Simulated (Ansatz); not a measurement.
We consider CsCl-type CoGa, described by PBE-D3(BJ) in Ansatz (PAW).

Output (set-up and result lines):

```
Crystal: 2 atoms, lattice volume = 24.529 Å³
Basis set: ecut = 520 eV, 691 PW (Γ), exchange–correlation on 48×48×48 points (8 copies of the dense FFT grid, shifted against one another)
Bands: 19, of which v1, the nominal top of the filled ones, is band 15 counted from 1 (14 counted from 0)
Symmetry: 48 space group operations
Space group: Pm-3m (ITA 221), of the structure as read, at distance tolerance 2.9e-5 Å
k-points: 286 of 8000
Functional: x = pbe(κ = 0.804, μ = 0.2195149727645171), c = pbe(β = 0.06672455060314922)
SCF iter   1: F=—  HF=-8910.521633 eV  |F-HF|=—  |Δ(HF+E_count)|=         —  Δρ=2.58e-3  dr2=5.71e-4
SCF iter   2: F=—  HF=-8910.521606 eV  |F-HF|=—  |Δ(HF+E_count)|=   2.76e-5  Δρ=1.15e-3  dr2=7.31e-5
  ...
SCF iter   6: F=—  HF=-8910.521650 eV  |F-HF|=—  |Δ(HF+E_count)|=   3.97e-8  Δρ=3.57e-6  dr2=5.69e-10
SCF iter   7: F=-8910.521650 eV  HF=-8910.521650 eV  |F-HF|=7.28e-12  |Δ(HF+E_count)|=   1.08e-9  Δρ=5.75e-7  dr2=3.82e-11
SCF 1 converged in 7 iterations: F = -8910.521650 eV  dr2 = 3.82e-11
SCF converged after 7 iterations
Free energy (F): -8910.521650 eV
Internal energy: -8910.510503 eV  (E = F + TS)
E sigma→0 (E₀):  -8910.516076 eV
Fermi energy:    16.338727 eV
--- Forces (eV/Å), atoms counted from 1 ---
  atom   1  Ga     0.00000000     0.00000000     0.00000000
  atom   2  Co    -0.00000000     0.00000000     0.00000000
--- Stress (GPa, compression-positive) ---
       -9.843148       0.000000       0.000000
       -0.000000      -9.843148       0.000000
        0.000000       0.000000      -9.843148
  P = ⅓ Tr σ = -9.8431 GPa (-98.431 kbar)
```

Question: Write an input file that could have produced this run (the log leaves some choices open).

Answer: Several could match; the one computed here: 
Ansatz 0.2 input:
```yaml
crystal:
  lattice:
    - [2.9055268026, 0.0, 0.0]
    - [0.0, 2.9055268026, 0.0]
    - [0.0, 0.0, 2.9055268026]
  atoms:
    - { symbol: Ga, position: [0.5, 0.5, 0.5] }
    - { symbol: Co, position: [0.0, 0.0, 0.0] }
basis:
  ecutwfc: 520
  ecutrho_ratio: 4
  xc_grid: 2
kpoints:
  mp_grid: { grid: [20, 20, 20] }
hamiltonian:
  xc: pbe
  dispersion: d3bj
  pseudopotentials: { kind: paw }
scf:
  occupations: { method: fermi_dirac, width: 0.05 }
  convergence: { dr2_threshold: 0.0000000002 }
output:
  forces: true
  stress: true
  eigenvalues: true
```

The cell is one volume of an energy–volume scan, off the minimum.

It cost about 6 core-seconds (a rough figure) of CPU time.

Ansatz is a program for electronic structure.
